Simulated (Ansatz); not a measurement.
## Response to strain and stress in Ta

Consider Ta in the bcc (W type) structure (space group Im-3m, No. 229; relaxed with 0.1 eV smearing).

```xyz
1
Lattice="-1.6411 1.6411 1.6411 1.6411 -1.6411 1.6411 1.6411 1.6411 -1.6411" Properties=species:S:1:pos:R:3 pbc="T T T"
Ta     0.0000     0.0000     0.0000
```

Cartesian axes are those of the cell as printed.

Strains are applied to the cell and any free atomic positions relax; under biaxial strain the out-of-plane vector relaxes too; under stress the whole cell relaxes.

All numbers come from plane-wave PAW DFT at the PBEsol level (Ansatz, a program for electronic structure, 420 eV), no SOC, earlier PAW set.

Candidates:
(a) uniaxial stress, 1 GPa tension along x
(b) isotropic strain +2.91 %
(c) uniaxial strain ε_yy = +4.80 %
(d) biaxial strain +3.89 %, plane normal [110], relaxed out of plane

Notes on the quantities. energy relative to the base: free energy F.

Order them by energy relative to the base, highest first.

(b) isotropic strain +2.91 % (+80 meV/atom), (d) biaxial strain +3.89 %, plane normal [110], relaxed out of plane (+40 meV/atom), (c) uniaxial strain ε_yy = +4.80 % (+33 meV/atom), (a) uniaxial stress, 1 GPa tension along x (+0.3 meV/atom)

Stability under load was not tested beyond the relaxation. The final runs are not spin-polarised.
